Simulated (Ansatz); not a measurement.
**BN: response to strain**

Take BN in the zinc blende structure (space group F-43m, No. 216) as the base.

```xyz
2
Lattice="0.0000 1.8028 1.8028 1.8028 0.0000 1.8028 1.8028 1.8028 0.0000" Properties=species:S:1:pos:R:3 pbc="T T T"
B      0.0000     0.0000     0.0000
N      0.9014     0.9014     0.9014
```

Cartesian axes are those of the cell as printed.

Strains are applied to the cell and any free atomic positions relax; under biaxial strain the out-of-plane vector relaxes too.

The values are results of PBEsol, PAW, 420 eV (Ansatz, a first-principles code; spin-orbit coupling left out), not measurements.

| biaxial strain, plane normal [001], relaxed out of plane (%) | out-of-plane strain (%) |
|---|---|
| -3 | 1.36 |
| -2.5 | 1.13 |
| -2 | 0.91 |
| -1.5 | 0.68 |
| -1 | 0.46 |
| -0.5 | ? |
| 0 | 0.00 |

Task: Fit ε⊥ = −νε + γε² (strains in %) to the rows shown and predict the withheld row.

Result: Least squares on the printed values gives ν = 0.46 (the biaxial Poisson response) and γ = -0.002 (largest residual 0.00 %); this predicts 0.23 %, and the run gives 0.23 %, in agreement.

Stability against distortions was not tested.
